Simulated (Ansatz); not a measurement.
Partial pair distribution functions of a relaxed model of amorphous Si24O49H2, broadened by 0.06 Å; density 2.23 g/cm³. Level of theory: PBE, scalar-relativistic without spin-orbit coupling (plane waves to 420 eV, PAW; Ansatz, an electronic-structure program).

Preparation: random packing, a CHGNet melt and quench, and a DFT relaxation. O atoms were pushed apart under 1.9 Å during the dynamics, to hinder bonds among them. The hot cell started wider than the set density and was brought back towards it in steps. It is the lowest in DFT energy of 2 quenches. It is a model cell: composition and starting density were chosen by hand, and all elements were melted together. No dispersion term was used. Its density started from a set value of 2.23 and ended at 2.23 g/cm³. Cooling (nominally 200 K/ps over its main leg) ran many orders faster than in experiment, which tends to leave more defects and strain. A cell of this size samples the disorder only roughly. The volume was held where the preparation left it and the shape relaxed, at a PBE pressure of -0.9 GPa (tension). Stress components on the final sampling reach 0.9 GPa.

| r (Å) | g Si-O | g O-H | g Si-Si | g O-O |
|---|---|---|---|---|
| 0.70 | 0.00 | 0.00 | 0.00 | 0.00 |
| 0.80 | 0.00 | 0.35 | 0.00 | 0.00 |
| 0.90 | 0.00 | 7.49 | 0.00 | 0.00 |
| 1.00 | 0.00 | 10.30 | 0.00 | 0.00 |
| 1.10 | 0.00 | 0.90 | 0.00 | 0.00 |
| 1.20 | 0.00 | 0.01 | 0.00 | 0.00 |
| 1.30 | 0.00 | 0.00 | 0.00 | 0.00 |
| 1.40 | 0.02 | 0.00 | 0.00 | 0.00 |
| 1.50 | 1.67 | 0.00 | 0.00 | 0.00 |
| 1.60 | 14.34 | 0.00 | 0.00 | 0.00 |
| 1.70 | 9.84 | 0.00 | 0.00 | 0.00 |
| 1.80 | 0.55 | 0.00 | 0.00 | 0.00 |
| 1.90 | 0.00 | 0.00 | 0.00 | 0.00 |
| 2.00 | 0.00 | 0.00 | 0.00 | 0.00 |
| 2.10 | 0.00 | 0.01 | 0.00 | 0.00 |
| 2.20 | 0.00 | 0.48 | 0.00 | 0.00 |
| 2.30 | 0.00 | 1.73 | 0.00 | 0.01 |
| 2.40 | 0.00 | 0.99 | 0.00 | 0.24 |
| 2.50 | 0.00 | 0.10 | 0.00 | 1.59 |
| 2.60 | 0.00 | 0.56 | 0.01 | 4.80 |
| 2.70 | 0.03 | 0.64 | 0.29 | 5.35 |
| 2.80 | 0.06 | 0.85 | 1.60 | 2.35 |
| 2.90 | 0.08 | 1.95 | 2.72 | 0.78 |
| 3.00 | 0.19 | 0.58 | 3.06 | 0.53 |
| 3.10 | 0.35 | 1.52 | 3.18 | 0.59 |
| 3.20 | 0.80 | 1.34 | 3.04 | 0.72 |
| 3.30 | 0.80 | 0.55 | 1.25 | 0.66 |
| 3.40 | 1.11 | 0.88 | 0.10 | 0.63 |
| 3.50 | 1.39 | 1.09 | 0.00 | 0.39 |
| 3.60 | 1.10 | 0.23 | 0.02 | 0.31 |
| 3.70 | 1.23 | 0.74 | 0.15 | 0.72 |
| 3.80 | 1.35 | 1.02 | 0.27 | 1.04 |
| 3.90 | 1.50 | 0.54 | 0.39 | 0.83 |
| 4.00 | 1.78 | 0.65 | 0.75 | 0.66 |
| 4.10 | 1.90 | 0.93 | 1.16 | 0.71 |
| 4.20 | 2.12 | 0.91 | 1.10 | 0.59 |
| 4.30 | 1.57 | 0.49 | 0.84 | 0.78 |
| 4.40 | 1.03 | 1.01 | 0.87 | 0.95 |
| 4.50 | 0.83 | 1.59 | 1.28 | 1.04 |
| 4.60 | 0.63 | 1.80 | 1.05 | 1.07 |
| 4.70 | 0.67 | 1.63 | 1.01 | 1.18 |
| 4.80 | 0.74 | 1.22 | 1.24 | 1.26 |
| 4.90 | 0.83 | 1.26 | 1.81 | 1.36 |
| 5.00 | 0.86 | 1.15 | 1.45 | 1.46 |

Within 1.90 Å each Si has 4.00 O neighbours on average.
